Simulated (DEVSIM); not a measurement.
Device: abrupt Si n-p junction, at 350 K.

Layer 1 from the left is Si, thickness (μm) 0.160, Nd (cm⁻³) 2.2e16, τn (s) 1.7e-5, τp (s) 1.7e-5. Layer 2 from the left is Si, thickness (μm) 2.50, Na (cm⁻³) 5.7e16, τn (s) 1.7e-5, τp (s) 1.7e-5.

Left contact: ohmic. Right contact: ohmic. Voltage is applied to the left contact. Recombination: SRH at mid-gap, Auger. Mobility is constant in doping.

The device is made up for the run: typed textbook-type constants, with dimensions and the other settings drawn at random. Values at 300 K; Nc and Nv go as T^1.5, mobilities as T to minus their exponent, the gap by Varshni's rule with the affinity fixed.

Si: gap (eV) 1.124, affinity (eV) 4.05, permittivity 11.7, Nc (cm⁻³) 2.86e19, Nv (cm⁻³) 3.1e19, μn (cm²/Vs) 1417, μp (cm²/Vs) 470, T exponent of μn 2.3, T exponent of μp 2.2, Cn (cm⁶/s) 2.8e-31, Cp (cm⁶/s) 9.9e-32, Varshni α (eV/K) 0.000473, Varshni β (K) 636.

Simulated with DEVSIM: 1D drift-diffusion, Boltzmann statistics, complete ionisation; no tunnelling, impact ionisation, image-force lowering or self-heating.

### Question
What does the simulation give for the dark forward voltage at 100 A/cm², the largest field in the device at zero bias?

### Answer
dark forward voltage at 100 A/cm² 0.563 V; largest field in the device at zero bias 56000 V/cm.
